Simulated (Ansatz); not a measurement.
The starting structures come from a database of crystals and need not be the phases stable at ambient conditions.

Inside the gap of an insulator the Bloch states are evanescent, with a wavenumber k + iκ along the transport direction.

Data:

```
CELL_PARAMETERS angstrom
      7.00007     0.00000     0.00000
      0.00000     9.80688     0.00000
      3.50004     4.90344     3.50004
ATOMIC_POSITIONS crystal
  Rb 0.50000 0.25000 0.00000
  Rb 0.50000 0.75000 0.00000
  Rb 0.00000 0.50000 0.00000
  Tl 0.00000 0.00000 0.00000
  F  0.30990 0.30990 0.38020
  F  0.69010 0.69010 0.61980
  F  0.30990 0.00000 0.00000
  F  0.69010 0.00000 0.00000
  F  0.00000 0.76781 0.00000
  F  0.00000 0.23219 0.00000
```

Space group of this cell: I4/mmm. The cell is taken as given; by r2SCAN its mean pressure is -1.8 GPa.

Transport runs along the normal of the first two printed cell vectors, the (100) plane of the conventional cell.

The gap is the functional's own. No spin-orbit coupling. Mid-gap values are interpolated on the energy grid.

Problem. Estimate the band gap and the smallest decay constant κ at mid-gap that Ansatz (a first-principles code) with r2SCAN returns for this system.

Solution. Gap 3.67 eV on a 8×8×8 mesh; κ = 0.455 1/Å, at the zone centre.
